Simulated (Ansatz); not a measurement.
Start from Na$_{3}$Bi (space group P6_3/mmc, No. 194; a = 5.414 Å, c = 9.634 Å). Axes: x lies along a and z along c of the hexagonal cell.

Method: PBEsol, PAW, 420 eV (Ansatz, an electronic-structure program; no spin-orbit coupling).

For the base:

```
Property    Value
--------  -------
Pressure  0.0 GPa
```

Now apply this change: uniaxial strain ε_xx = −4.22 %, all other strain components held at zero; the atoms relax in the strained cell.

Problem. Estimate the effect on the largest internal atomic displacement and pressure.

Solution. The largest internal atomic displacement amounts to 0.057 Å; the pressure (mean of the normal stresses, compression positive) goes from zero to 0.9 GPa.

No phonon test of stability was made. Gaps under 0.05 eV, about the width of the smearing, are given as zero.
